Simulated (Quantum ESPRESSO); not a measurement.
**How a calculation on YTe2 (P4/nmm, 6 atoms in the cell) responds to its settings**

```yaml
crystal:
  lattice:
    - [4.50158, 0.00000, 0.00000]
    - [0.00000, 4.50158, 0.00000]
    - [0.00000, 0.00000, 9.02462]
  atoms:
    - { symbol: Y, position: [0.00000, 0.50000, 0.72844] }
    - { symbol: Y, position: [0.50000, 0.00000, 0.27156] }
    - { symbol: Te, position: [0.00000, 0.00000, 0.00000] }
    - { symbol: Te, position: [0.50000, 0.50000, 0.00000] }
    - { symbol: Te, position: [0.00000, 0.50000, 0.37198] }
    - { symbol: Te, position: [0.50000, 0.00000, 0.62802] }
```

Base run A: PBEsol, SSSP 1.1.2 efficiency (PBE) pseudopotentials in Quantum ESPRESSO, self-consistent single point.

Its settings: ecutwfc = 40 Ry; ecutrho = 320 Ry; occupations = smearing; smearing = gauss; degauss = 0.0073499 Ry; input_dft = pbesol; potentials = {Y: Y_pbe_v1.uspp.F.UPF, Te: Te_pbe_v1.uspp.F.UPF}; K_POINTS = automatic 5 5 2 0 0 0; conv_thr = 1e-10 Ry.

The starting cell comes from a database of computed structures (which also holds hypothetical and non-ambient phases and stackings), without a prior relaxation at this level. Its lattice was rescaled by a random factor within 2.5 % of one. In the base run, with a pressure of about -5 GPa the cell is away from its equilibrium volume at this level. Without a gap this mesh is coarse (it stands for a supercell whose shortest vector is 18 Å).

Run A gave: pressure (GPa) -4.59; largest force (eV/Å) 0.041.

Runs:
- B: input_dft: pbesol → default; pseudopotentials: {Y: Y_pbe_v1.uspp.F.UPF, Te: Te_pbe_v1.uspp.F.UPF} → {Y: y_lda_v1.4.uspp.F.UPF, Te: te_lda_v1.uspp.F.UPF} [LDA (PZ)]
- C: input_dft: pbesol → blyp [BLYP]
- D: input_dft: pbesol → wc [Wu-Cohen GGA]
- E: input_dft: pbesol → vdw-df2 [vdW-DF2]
- F: input_dft: pbesol → vdw-df-cx [vdW-DF-cx]
- G: input_dft: pbesol → rvv10 [rVV10]

**Question.** What does run D change against A?

**Answer.** The pressure goes from -4.59 to -4.40 GPa and the largest force moves little (0.041 to 0.042 eV/Å).

**Question.** What does run G change against A?

**Answer.** The pressure goes from -4.59 to -0.69 GPa and the largest force hardly changes (0.041 to 0.037 eV/Å).

| run | pressure (GPa) | largest force (eV/Å) |
|---|---|---|
| A | -4.59 | 0.041 |
| B | -6.08 | 0.050 |
| C | 1.63 | 0.062 |
| D | -4.40 | 0.042 |
| E | 3.34 | 0.042 |
| F | -4.17 | 0.043 |
| G | -0.69 | 0.037 |

Left out of this page: 3 runs of the series held back from this collection.
